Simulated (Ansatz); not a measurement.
The parent structure is TiN in the rock salt structure (space group Fm-3m, No. 225; relaxed with 0.1 eV smearing).

```yaml
crystal:
  lattice:
    - [0.00000, 2.10227, 2.10227]
    - [2.10227, 0.00000, 2.10227]
    - [2.10227, 2.10227, 0.00000]
  atoms:
    - { symbol: Ti, position: [0.00000, 0.00000, 0.00000] }
    - { symbol: N, position: [0.50000, 0.50000, 0.50000] }
```

Cartesian axes are those of the cell as printed.

Computed with DFT with PBEsol, PAW potentials and a 420 eV plane-wave cutoff in Ansatz (an electronic-structure program), no SOC.

Base values:

```
Item       Result
--------  -------
Pressure  0.0 GPa
```

Modification: biaxial strain +0.93 %, plane normal [001], relaxed out of plane (Cartesian); in-plane vectors clamped, the third vector and the atoms free.

How does this affect the ratio −ε⊥/ε∥, energy relative to the base and pressure?

The ratio −ε⊥/ε∥ is 0.40; the energy increases by 3.5 meV/atom; the pressure (mean of the normal stresses, compression positive) goes from zero to -4.2 GPa.

No phonon test of stability was made. The base started in Pnma and relaxed to Fm-3m at this level. All final runs are without spin polarisation. An odd electron count without spin: TiN.
